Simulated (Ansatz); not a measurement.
We consider CsCl-type CuZn, described by LDA (plane waves, PAW; Ansatz, a program for electronic structure).

Run with plane-wave cutoff 520 eV, 16×16×16 k mesh, Fermi–Dirac smearing 0.1 eV, perturbation theory, no spin polarisation, scalar-relativistic PAW data made under PBE.

The cell has the measured lattice: a = b = c = 2.9575 Å, α = β = γ = 90.00°.

What does this level give for the TO(Γ) frequency?


- TO(Γ) frequency = 175 cm⁻¹

Note: the run finds an imaginary mode (15i cm⁻¹), so the cell is a saddle point at this level; the cell isn't this level's own, so it is under some stress, which shifts stiffness and frequencies.
